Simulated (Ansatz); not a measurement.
Consider BN in the zinc blende structure (space group F-43m, No. 216; a = 3.6247 Å).

All numbers come from PBE in Ansatz (plane waves to 420 eV, PAW, spin-orbit coupling left out).

One change was made to it. Results:

```csv
quantity,base,after
gap character,"indirect, Γ → X","indirect, Γ → X"
lattice parameter a,362.5 pm,354.0 pm
width of the top valence band,6.45 eV,6.96 eV
```

Question: Which change produced these results?
A) pressure 9 GPa
B) pressure −1 GPa
C) pressure 30 GPa

Answer: C, pressure 30 GPa. For comparison, the lattice parameter a in the other runs: pressure −1 GPa gives 362.8 pm; pressure 9 GPa gives 359.7 pm.

Load acts through the strain it causes; cell and atoms are relaxed under it. Stability against distortions was not tested. No other phases were tried under pressure.

Ansatz is a first-principles code.
